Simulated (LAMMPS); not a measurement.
Pressure dependence of W (bcc) at 2220 K, from the crystal.

Method: classical MD, pair style meam, file library.meam (library.meam-W) (LAMMPS).

```csv
P (GPa),state,volume,coordination number
0,crystal; no diffusion seen in 30 ps,16.619 ± 0.002 Å³/atom,14.0 (counted to 3.86 Å)
2,crystal; no diffusion seen in 30 ps,16.480 ± 0.001 Å³/atom,14.0 (counted to 3.86 Å)
5,crystal; no diffusion seen in 30 ps,16.283 ± 0.002 Å³/atom,14.0 (counted to 3.86 Å)
```

Caution: the potential MEAM library.meam-W is a first-neighbour MEAM set with a 4 Å cutoff, used here without a parameter file and away from the static properties it was fitted to.

Caution: a run this short can hold a crystal over, or a liquid under, the potential's own melting point, which these runs don't give.

Estimate the isothermal bulk modulus at zero pressure. A parabola P(ln V) through the three points gives −dP/d ln V = 230 GPa at zero pressure.

States go by the mean squared displacement: a species diffuses where it passes 1.5 Å², still rises and gives D over 1e-6 cm²/s; a crystal has left its structure where atoms lie 0.35 Å off their sites on average or a cubic box changes its shape by 3 %, or the axial ratios of another lie 8 % off the starting cell's, which the potential's own relaxation can also do.

The ± values are statistical; the model's systematic error is not in them.
